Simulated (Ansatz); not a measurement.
Start from CdS in the zinc blende structure (space group F-43m, No. 216).

```
CELL_PARAMETERS angstrom
      0.00000     2.91241     2.91241
      2.91241     0.00000     2.91241
      2.91241     2.91241     0.00000
ATOMIC_POSITIONS crystal
  S  0.75000 0.75000 0.75000
  Cd 0.00000 0.00000 0.00000
```

Cartesian axes are those of the cell as printed.

All numbers come from Ansatz (an electronic-structure program), PBEsol, PAW, cutoff 420 eV, no spin-orbit coupling, earlier PAW set.

For the base:

The band gap comes out as 1.01 eV.

Perturbation: uniaxial strain ε_yy = +2.57 %, all other strain components held at zero; the atoms relax in the strained cell.

Question: What happens to the band gap and stress?

Answer: The band gap falls by 0.08 eV to 0.93 eV; the stress (xx, yy, zz, yz, xz, xy; compression positive) is (-1.30, -1.86, -1.30, 0.00, 0.00, 0.00) GPa.

Stability against distortions was not tested.
